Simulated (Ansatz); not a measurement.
## Worked sum: formation energy of O_i in Al (fcc, Fm-3m)

Subject: the formation energy of O_i in Al (fcc, Fm-3m). Reaction: 108 Al (fcc) + 1/2 O2 (gas) → cell A.

A: a supercell of 108 sites of Al (fcc, Fm-3m) with O off the lattice sites (6 Al at 2.12 Å); spin state with PBE: run without spin.

Method: Ansatz (a first-principles code), PAW, neutral cells at 0 K with nuclei at rest, on structures from PBE. Ansatz runs with its default PAW set. Other levels take these structures. The lattices are those relaxed with PBE, so at other levels the solids can be strained, which adds to the spread. Larger cells are relaxed from a start prepared with the learned potential CHGNet, on a coarser mesh till forces fall under 0.03 eV/Å, which some starts already meet. A dispersion term (D3(BJ), or D4 for r2SCAN) was computed beside these levels and is taken off wherever the name lacks it. Mesh and cell size may move defect energies by 0.1 eV or more. Cell A has symmetry Pm-3m within 0.02 Å and got no random move, so less symmetric positions, which may lie lower, weren't tried.

Total energies of the cells in eV, at zero smearing width. They compare only within one column; the weights balance every element.

```csv
cell,atoms,weight,PBE,RPBE
A: Al:O_i,109,+1,-58616.77735,-58935.74893
Al (fcc),108,−1,-58049.82148,-58367.19284
O2 (gas),2,−1/2,-1129.93688,-1133.88935
```

PBE: (-58616.77735) − (-58049.82148) − 1/2 × (-1129.93688) = -1.987 eV.

RPBE: (-58935.74893) − (-58367.19284) − 1/2 × (-1133.88935) = -1.611 eV.
